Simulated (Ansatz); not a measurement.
Base system: LiF in the rock salt structure (space group Fm-3m, No. 225; a = 4.068 Å).

Calculations: PBE in Ansatz (plane waves to 420 eV, PAW, scalar-relativistic without spin-orbit coupling).

For the base:

| Quantity | Value |
|---|---|
| Width of the top valence band | 0.95 eV |
| Lattice parameter a | 4.068 Å |
| Electron mass | 0.86 mₑ (at Γ) |

One thing is altered: a hydrostatic pressure of 5 GPa.

Task: What does the calculation give for the width of the top valence band, lattice parameter a and electron mass after the change?

Result: The width of the top valence band grows by 0.10 eV, from 0.95 eV to 1.05 eV; the lattice parameter a drops by 0.087 Å (4.068 Å → 3.981 Å); the electron mass changes from 0.86 mₑ (at Γ) to 0.90 mₑ (at Γ).

The levels and masses belong to the bands next to the band gap. Load acts through the strain it causes; cell and atoms are relaxed under it. Effective masses come from finite differences of ±0.01 Å⁻¹. No phonon test of stability was made. No other phases were tried under pressure.

Ansatz is a first-principles code.
